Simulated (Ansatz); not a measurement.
Ansatz (an electronic-structure program) run on FeAl (Pm-3m, 2 atoms in the cell): relaxation of cell and atoms.

Method of the run: PBE (plane waves, PAW; Ansatz).

```yaml
crystal:
  lattice:
    - [2.91000, 0.00000, 0.00000]
    - [0.00000, 2.91000, 0.00000]
    - [0.00000, 0.00000, 2.91000]
  atoms:
    - { symbol: Al, position: [0.50000, 0.50000, 0.50000] }
    - { symbol: Fe, position: [0.00000, 0.00000, 0.00000] }
```

Reference input (self-consistent single point, DFT, PBE, plane waves, default PAW files): kpoints.mp_grid.grid = 11 11 11; hamiltonian.xc = pbe; hamiltonian.pseudopotentials = {kind: paw} (the program's default PAW files); scf.occupations.method = fermi_dirac; scf.occupations.width = 0.1 eV. This run's input differs from it in these lines:

```diff
@@ -20,2 +20,4 @@
     width: 0.1
+relax:
+  cell: {}
 output:
```

Output (repeated stretches shortened):

```
   [... SCF lines of the steps left out ...]
relax step   1: F+E_penalty+E_count = -5018.61042718 eV  Δ(F+E_penalty+E_count) = +0.000e0 eV  max|allowed force component| = 6.081e-31 eV/Å  Δτ_max = 0.0000 Å  P = -6.607 GPa  Ω = 24.642 Å³  (6 SCF iters, dr2 threshold 1.00e-7 eV, accepted)
relax step   2: F+E_penalty+E_count = -5018.62939517 eV  Δ(F+E_penalty+E_count) = -1.897e-2 eV  max|allowed force component| = 3.780e-31 eV/Å  Δτ_max = 0.0000 Å  P = -2.194 GPa  Ω = 23.971 Å³  energy of the carried Pulay correction = +2.982e-4 eV  [...]
relax step   3: F+E_penalty+E_count = -5018.63161219 eV  Δ(F+E_penalty+E_count) = -2.217e-3 eV  max|allowed force component| = 3.287e-32 eV/Å  Δτ_max = 0.0000 Å  P = +0.150 GPa  Ω = 23.650 Å³  energy of the carried Pulay correction = +4.435e-4 eV  [...]
relax step   4: F+E_penalty+E_count = -5018.63161223 eV  Δ(F+E_penalty+E_count) = -4.308e-8 eV  max|allowed force component| = 8.217e-32 eV/Å  Δτ_max = 0.0000 Å  P = -0.003 GPa  Ω = 23.670 Å³  energy of the carried Pulay correction = +4.342e-4 eV  [...]
relax step   5: F+E_penalty+E_count = -5018.63123280 eV  Δ(F+E_penalty+E_count) = +3.794e-4 eV  max|allowed force component| = 4.109e-32 eV/Å  Δτ_max = 0.0000 Å  P = -0.019 GPa  Ω = 23.670 Å³  stress off target by 1.87e-2 GPa  SCF on the basis [...]
basis re-selected at this cell: Δ(F+E_penalty+E_count) = +3.794e-4 eV, ΔP = -0.016 GPa vs the last step
the relaxation is at rest under the 48 symmetry operations that the run kept from its start: a minimum is not shown …
Free energy (F): -5018.631233 eV
Internal energy: -5018.536756 eV  (E = F + TS)
E sigma→0 (E₀):  -5018.583994 eV
Entropy (-TS):   -0.094477 eV (-47.239 meV/atom)
Fermi energy:    14.021338 eV
--- Forces (eV/Å), atoms counted from 1 ---
  atom   1  Al     0.00000000    -0.00000000    -0.00000000
   [... lines left out ...]
  cell:  # Å, volume = 23.6705 Å³
    - [2.8712361654348078, 3.2098832406453945e-35, -3.2098832406453934e-35]
    - [-2.246918268451775e-34, 2.8712361654348078, 3.209883240645393e-35]
    - [-1.6049416203226966e-34, 3.209883240645393e-35, 2.8712361654348078]
  atoms:
    - { symbol: Al, position: [0.5, 0.5, 0.5] }
    - { symbol: Fe, position: [-3.4470395625531614e-37, -2.585279671914468e-37, -2.5852796719121477e-37] }
```

The run converged.  The full log also holds: “iter 4 did not close the SCF: its close was put off for the readings that it lacked (scf_convergence_deferred on its scf_iter line)”. The full log also holds: “iter 3 did not close the SCF: its close was put off for the readings that it lacked (scf_convergence_deferred on its scf_iter line)”.

Summary of the result:
```
Item                                                                                                                    Value
-----------------------------------------------  ----------------------------------------------------------------------------
Free energy E − TS (on the zero of these files)                                                                 -5018.6312 eV
Fermi level (on the code's own zero)                                                                                 14.02 eV
Pressure                                                                                                            -0.02 GPa
Final cell                                       a = 2.8712 Å, b = 2.8712 Å, c = 2.8712 Å, α = 90.00°, β = 90.00°, γ = 90.00°
Final volume per atom                                                                                                11.84 Å³
Relaxation steps                                                                                                            5
```

The starting cell has typed, rounded lattice constants, without a prior relaxation at this level. Spin polarisation is off. The relaxation keeps the symmetry of its start, so its end need not be a minimum. Ansatz's pressure includes its estimate of the finite-basis (Pulay) stress.

Keys are those of Ansatz 0.2.
